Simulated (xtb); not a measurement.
xtb 6.7.1, GFN2-xTB: Al(H)(Br)(NMe2) (C[N](C)[AlH][Br]), 12 atoms. The geometry is a generated start, not checked to be a minimum at this level.

| Property | Result |
|---|---|
| run flags | --grad |
| method | GFN2-xTB |
| --acc | 1 (default) |
| --etemp (K) | 300 (default) |
| basis functions | 39 |
| valence electrons | 30 |

```xyz
12

Al     0.9416    -1.4154     0.6392
H      0.3359    -2.1891     1.8005
Br     2.9293    -2.0741    -0.1740
N      0.0232    -0.0241    -0.0104
C      0.2595     0.7580    -1.2122
C     -1.1388     0.4306     0.7353
H     -0.5973     0.6957    -1.8938
H      0.4263     1.8132    -0.9687
H      1.1432     0.3762    -1.7267
H     -0.9993     1.4546     1.0991
H     -2.0410     0.4048     0.1171
H     -1.2825    -0.2303     1.5944
```

One run each on 1 thread. Values of broydamp tried: 0.02, 0.05, 0.1, 0.2, 0.4 (default), 0.6, 0.8, 1.

Predict the course of the SCC iterations along this series.

Fewest SCC iterations, within one of each other: 0.6 with 14, 0.8 with 15. The count rises to 27 at 0.02. All converge to one solution.

```json
[
 {"broydamp": "0.02", "SCC iterations": "27", "end": "same solution"},
 {"broydamp": "0.05", "SCC iterations": "25", "end": "same solution"},
 {"broydamp": "0.1", "SCC iterations": "21", "end": "same solution"},
 {"broydamp": "0.2", "SCC iterations": "17", "end": "same solution"},
 {"broydamp": "0.4 (default)", "SCC iterations": "16", "end": "same solution"},
 {"broydamp": "0.6", "SCC iterations": "14", "end": "same solution"},
 {"broydamp": "0.8", "SCC iterations": "15", "end": "same solution"},
 {"broydamp": "1", "SCC iterations": "16", "end": "same solution"}
]
```
